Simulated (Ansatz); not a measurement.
Results of r²SCAN (Ansatz, a program for electronic structure, plane waves, PAW) for Mo3Os (model structure, started from the Cu3Au type, Pm-3m, No. 221, 4 atoms in the cell).

Settings: plane-wave cutoff 560 eV, 14×14×14 k mesh, Fermi–Dirac smearing 0.05 eV, no spin polarisation, scalar-relativistic PAW data made under PBE.

Cell (relaxed at this level):

Mo3Os is taken in the cubic space group Pm-3m (No. 221), the Cu3Au type structure, Pearson symbol cP4. Lattice parameters: a = b = c = 3.9414 Å, α = β = γ = 90.00°. Mo on 3c sees 8 Mo at 2.787 Å and 4 Os at 2.787 Å (cuboctahedral). Os on 1a is surrounded by 12 Mo at 2.787 Å (cuboctahedral). (Neighbours: up to the widest gap in distance over summed covalent radii, below 1.35, at either atom.)

Task: Estimate the bulk modulus B0 that the calculation returns.

Result: 
- bulk modulus B0: 293 GPa

Note: the run has no spin polarisation, so it can have missed a magnetic state; the bulk modulus is −V dP/dV from two relaxed cells at ±2 % in volume; the relaxation could raise the start's symmetry but not lower it, so the cell can be a saddle point.

Spin–orbit coupling is not included.

A model structure was made by putting elements into a prototype or built by hand; it is no filed structure, need not be a known phase, and can be a saddle point held by its symmetry.
